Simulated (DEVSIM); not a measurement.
Structure: Co/SiO2/p-Si capacitor, at 400 K.

```
layer (left to right)  material  thickness (nm)  Na (cm⁻³)
---------------------  --------  --------------  ---------
1                          SiO2            1.70          -
2                            Si           11000     2.5e15
```

Metal gate on the left, work function 5 eV. Fixed charge at the semiconductor interface 0 cm⁻² (in units of +e); no interface traps.

The device is made up for the run: typed textbook-type constants, with dimensions and the other settings drawn at random. Values at 300 K; Nc and Nv go as T^1.5, mobilities as T to minus their exponent, the gap by Varshni's rule with the affinity fixed.

```tsv
parameter	SiO2	Si
gap (eV)	9	1.124
affinity (eV)	0.9	4.05
permittivity	3.9	11.7
Nc (cm⁻³)	-	2.86e19
Nv (cm⁻³)	-	3.1e19
Varshni α (eV/K)	-	0.000473
Varshni β (K)	-	636
```

Model (solved in DEVSIM): 1D Poisson equation in equilibrium, Boltzmann statistics, complete ionisation; no quantum confinement or tunnelling. Metal contacts follow the ideal Schottky-Mott rule: no Fermi-level pinning, no interface dipoles.

Question: Tabulate band edges, carrier densities and field at 0.5 V on the gate.

Answer: Energies count from the Fermi level of the right contact; mesh points crowd at the junctions.

```tsv
x (μm)	Ec (eV)	Ev (eV)	n (cm⁻³)	p (cm⁻³)	field (V/cm)
0.000	3.600	-5.400	< 1e2	< 1e2	43000
0.0008184	3.603	-5.396	< 1e2	< 1e2	43000
0.001577	3.607	-5.393	< 1e2	< 1e2	43000
0.002825	0.459	-0.638	7.3e13	4.4e11	14000
0.007300	0.465	-0.631	6.0e13	5.3e11	14000
0.01579	0.477	-0.619	4.3e13	7.5e11	14000
0.03494	0.503	-0.594	2.0e13	1.6e12	13000
0.1023	0.582	-0.515	2.1e12	1.6e13	10000
0.2301	0.684	-0.412	1.1e11	3.1e14	5700
0.5183	0.752	-0.344	1.5e10	2.2e15	490
1.169	0.757	-0.340	1.3e10	2.5e15	≈ 0
3.456	0.757	-0.340	1.3e10	2.5e15	≈ 0
7.083	0.757	-0.340	1.3e10	2.5e15	≈ 0
9.265	0.757	-0.340	1.3e10	2.5e15	≈ 0
10.41	0.757	-0.340	1.3e10	2.5e15	≈ 0
10.74	0.757	-0.340	1.3e10	2.5e15	≈ 0
10.89	0.757	-0.340	1.3e10	2.5e15	≈ 0
10.95	0.757	-0.340	1.3e10	2.5e15	≈ 0
10.99	0.757	-0.340	1.3e10	2.5e15	≈ 0
10.99	0.757	-0.340	1.3e10	2.5e15	≈ 0
11.00	0.757	-0.340	1.3e10	2.5e15	≈ 0
11.00	0.757	-0.340	1.3e10	2.5e15	≈ 0
```
